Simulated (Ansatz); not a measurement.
For InSb (model structure, started from the NiAs type, P6₃/mmc, No. 194, 4 atoms in the cell), PBEsol in Ansatz (plane waves, PAW) gives:

| Property | Result |
|---|---|
| lattice parameter a | 4.161 Å |
| c axis length | 7.395 Å |

Problem. What does PBE-D3(BJ) in Ansatz (plane waves, PAW) give for the same quantities?

Solution. 
- lattice constant a: 4.168 Å (grows by 0.2 %)
- lattice parameter c: 7.436 Å (grows by 0.6 %)

Changes are worked out from the printed values.

Unless a cell is named, each level is at its own relaxed cell (PBEsol 27.72, PBE-D3(BJ) 27.97 Å³/atom).

Ansatz's density-functional and Hartree–Fock values are scalar-relativistic unless marked +SOC, with PAW data made under PBE.

A model structure was made by putting elements into a prototype or built by hand; it is no filed structure, need not be a known phase, and can be a saddle point held by its symmetry.

Ansatz is a quantum-chemistry and plane-wave program.
